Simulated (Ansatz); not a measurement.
Density of states of GaS (P6_3/mmc) below the valence band maximum, PBEsol+D3BJ, rigid bands (Ansatz, an electronic-structure program); cell volume 162.7 Å³.

(energy from edge (eV), 10⁻³ states/eV/cell): (0.006, 63.8); (0.031, 153); (0.056, 209); (0.081, 257); (0.106, 298); (0.131, 332); (0.156, 366); (0.181, 396); (0.206, 435); (0.231, 457); (0.256, 487); (0.281, 514); (0.319, 555); (0.344, 587); (0.369, 615); (0.394, 643); (0.419, 668); (0.444, 695); (0.469, 725); (0.494, 757); (0.519, 786); (0.544, 821); (0.569, 855); (0.594, 891)

### Question
What effective density of states at 300 K does this give (∫ g(E) exp(−E/k_BT) dE, both spins, divided by the cell's size)?

### Answer
2.0e19 cm⁻³, a density-of-states mass of 0.85 mₑ, valleys and band degeneracy included.

Spin-orbit coupling is left out; where it splits the top of the valence band, N_v and the p-type Seebeck coefficient come out somewhat high without it. Geometry: cell and atoms relaxed with PBEsol+D3(BJ).

Formula and space group known from diffraction (Crystallography Open Database), not checked to be the room-temperature form: GaS (P6_3/mmc). PBEsol with a dispersion correction tends to overbind, so the cell can be several per cent short, in bad cases over ten, which usually narrows a gap: GaS (P6_3/mmc).
